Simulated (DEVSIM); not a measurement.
System: CdTe n-p junction from an implanted or diffused profile, at 300 K.

```
layer (left to right)  material  thickness (μm)  Na (cm⁻³)  τn (s)  τp (s)
---------------------  --------  --------------  ---------  ------  ------
1                          CdTe            46.0     5.8e14  3.3e-8  3.3e-8
```

Added donor profile: 6.6e16 cm⁻³ × exp(−(x − 0 μm)²/(2·(0.18 μm)²)). Left contact: ohmic. Right contact: ohmic. Voltage is applied to the left contact. Recombination: SRH at mid-gap, radiative, Auger. Mobility is μmin + (μ − μmin)/(1 + (N/Nref)^α).

Constants are typed, rounded textbook-type inputs, not results; the design itself was drawn at random and stands for no fabricated device. Values at 300 K.

| parameter | CdTe |
|---|---|
| gap (eV) | 1.5 |
| affinity (eV) | 4.28 |
| permittivity | 10.2 |
| Nc (cm⁻³) | 8e17 |
| Nv (cm⁻³) | 1.8e19 |
| μn (cm²/Vs) | 1000 |
| μp (cm²/Vs) | 80 |
| μn,min | 100 |
| μp,min | 10 |
| Nref,n | 1e17 |
| Nref,p | 1e17 |
| αn | 0.6 |
| αp | 0.6 |
| B (cm³/s) | 1e-10 |
| Cn (cm⁶/s) | 1e-30 |
| Cp (cm⁶/s) | 1e-30 |

Model (solved in DEVSIM): 1D drift-diffusion, Boltzmann statistics, complete ionisation; no tunnelling, impact ionisation, image-force lowering or self-heating.

**Question.** Tabulate band edges, carrier densities and field at zero bias.

**Answer.** Energies count from the Fermi level of the right contact; mesh points crowd at the junctions.

```json
[
 {"x (μm)": "0.000", "Ec (eV)": "0.065", "Ev (eV)": "-1.435", "n (cm⁻³)": "6.5e16", "p (cm⁻³)": "< 1e2", "field (V/cm)": "120"},
 {"x (μm)": "0.02363", "Ec (eV)": "0.065", "Ev (eV)": "-1.435", "n (cm⁻³)": "6.4e16", "p (cm⁻³)": "< 1e2", "field (V/cm)": "220"},
 {"x (μm)": "0.06285", "Ec (eV)": "0.067", "Ev (eV)": "-1.433", "n (cm⁻³)": "6.1e16", "p (cm⁻³)": "< 1e2", "field (V/cm)": "510"},
 {"x (μm)": "0.1215", "Ec (eV)": "0.071", "Ev (eV)": "-1.429", "n (cm⁻³)": "5.2e16", "p (cm⁻³)": "< 1e2", "field (V/cm)": "990"},
 {"x (μm)": "0.2581", "Ec (eV)": "0.093", "Ev (eV)": "-1.407", "n (cm⁻³)": "2.2e16", "p (cm⁻³)": "< 1e2", "field (V/cm)": "2400"},
 {"x (μm)": "0.3996", "Ec (eV)": "0.161", "Ev (eV)": "-1.339", "n (cm⁻³)": "1.6e15", "p (cm⁻³)": "< 1e2", "field (V/cm)": "8700"},
 {"x (μm)": "0.5364", "Ec (eV)": "0.318", "Ev (eV)": "-1.182", "n (cm⁻³)": "3.6e12", "p (cm⁻³)": "< 1e2", "field (V/cm)": "13000"},
 {"x (μm)": "0.7200", "Ec (eV)": "0.546", "Ev (eV)": "-0.954", "n (cm⁻³)": "5.4e8", "p (cm⁻³)": "1700", "field (V/cm)": "12000"},
 {"x (μm)": "0.8674", "Ec (eV)": "0.706", "Ev (eV)": "-0.794", "n (cm⁻³)": "1100000", "p (cm⁻³)": "840000", "field (V/cm)": "10000"},
 {"x (μm)": "1.143", "Ec (eV)": "0.947", "Ev (eV)": "-0.553", "n (cm⁻³)": "< 1e2", "p (cm⁻³)": "9.1e9", "field (V/cm)": "7300"},
 {"x (μm)": "1.802", "Ec (eV)": "1.212", "Ev (eV)": "-0.288", "n (cm⁻³)": "< 1e2", "p (cm⁻³)": "2.6e14", "field (V/cm)": "1200"},
 {"x (μm)": "4.099", "Ec (eV)": "1.233", "Ev (eV)": "-0.267", "n (cm⁻³)": "< 1e2", "p (cm⁻³)": "5.8e14", "field (V/cm)": "≈ 0"},
 {"x (μm)": "8.322", "Ec (eV)": "1.233", "Ev (eV)": "-0.267", "n (cm⁻³)": "< 1e2", "p (cm⁻³)": "5.8e14", "field (V/cm)": "≈ 0"},
 {"x (μm)": "18.44", "Ec (eV)": "1.233", "Ev (eV)": "-0.267", "n (cm⁻³)": "< 1e2", "p (cm⁻³)": "5.8e14", "field (V/cm)": "≈ 0"},
 {"x (μm)": "35.84", "Ec (eV)": "1.233", "Ev (eV)": "-0.267", "n (cm⁻³)": "< 1e2", "p (cm⁻³)": "5.8e14", "field (V/cm)": "≈ 0"},
 {"x (μm)": "41.33", "Ec (eV)": "1.233", "Ev (eV)": "-0.267", "n (cm⁻³)": "< 1e2", "p (cm⁻³)": "5.8e14", "field (V/cm)": "≈ 0"},
 {"x (μm)": "43.95", "Ec (eV)": "1.233", "Ev (eV)": "-0.267", "n (cm⁻³)": "< 1e2", "p (cm⁻³)": "5.8e14", "field (V/cm)": "≈ 0"},
 {"x (μm)": "45.07", "Ec (eV)": "1.233", "Ev (eV)": "-0.267", "n (cm⁻³)": "< 1e2", "p (cm⁻³)": "5.8e14", "field (V/cm)": "≈ 0"},
 {"x (μm)": "45.69", "Ec (eV)": "1.233", "Ev (eV)": "-0.267", "n (cm⁻³)": "< 1e2", "p (cm⁻³)": "5.8e14", "field (V/cm)": "≈ 0"},
 {"x (μm)": "45.88", "Ec (eV)": "1.233", "Ev (eV)": "-0.267", "n (cm⁻³)": "< 1e2", "p (cm⁻³)": "5.8e14", "field (V/cm)": "≈ 0"},
 {"x (μm)": "45.96", "Ec (eV)": "1.233", "Ev (eV)": "-0.267", "n (cm⁻³)": "< 1e2", "p (cm⁻³)": "5.8e14", "field (V/cm)": "≈ 0"},
 {"x (μm)": "46.00", "Ec (eV)": "1.233", "Ev (eV)": "-0.267", "n (cm⁻³)": "< 1e2", "p (cm⁻³)": "5.8e14", "field (V/cm)": "≈ 0"}
]
```
